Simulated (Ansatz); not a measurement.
Take Mo in the bcc (W type) structure (space group Im-3m, No. 229; a = 3.130 Å) as the base. Axes: x, y, z lie along the cube axes.

The values are results of PBEsol (Ansatz, a quantum-chemistry and plane-wave program), scalar-relativistic without spin-orbit coupling, not measurements.

Free-standing slabs (1 atom(s) a layer) normal to [110] with 15 Å of vacuum; in-plane cell held at bulk.

One change was made to it. Results:

The excess energy per area of both faces (slab less bulk energy over the cell's area: twice a surface energy) is 6.4 J/m² (uncertain by up to 0.07 J/m²); the shortest interatomic distance drops by 0.067 Å (2.710 Å → 2.643 Å); the band gap is still zero.

**Question.** Name the change that was made.
(A) 5 layers
(B) 3 layers
(C) 6 layers
(D) 7 layers

**Answer.** B, 3 layers. For comparison, the shortest interatomic distance in the other runs: 5 layers gives 2.624 Å; 7 layers gives 2.625 Å; 6 layers gives 2.625 Å.

The excess energy carries the mismatch between the slab's and the bulk's meshes. Whether these cells are dynamically stable was not tested. All final runs are without spin polarisation.
